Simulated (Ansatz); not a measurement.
## Pressure series in BN

Base system: BN in the h-BN type structure (space group P6_3/mmc, No. 194; a = 2.5058 Å, c = 6.6162 Å; layered, stacked along the Cartesian z axis).

Cell and atoms are relaxed at each pressure.

Calculations: Ansatz (a quantum-chemistry and plane-wave program) PBE-D3(BJ), without spin-orbit coupling, earlier PAW set.

Candidates:
(a) pressure 2.1 GPa
(b) pressure 0.9 GPa
(c) pressure 15 GPa

For the base:

```
Quantity   Result
--------  -------
Band gap  4.24 eV
```

Question: Order them by band gap, lowest first.

Answer: (c) pressure 15 GPa (3.96 eV), (a) pressure 2.1 GPa (4.14 eV), (b) pressure 0.9 GPa (4.19 eV)

Load acts through the strain it causes; cell and atoms are relaxed under it. Stability against distortions was not tested. Competing high-pressure phases were not computed.
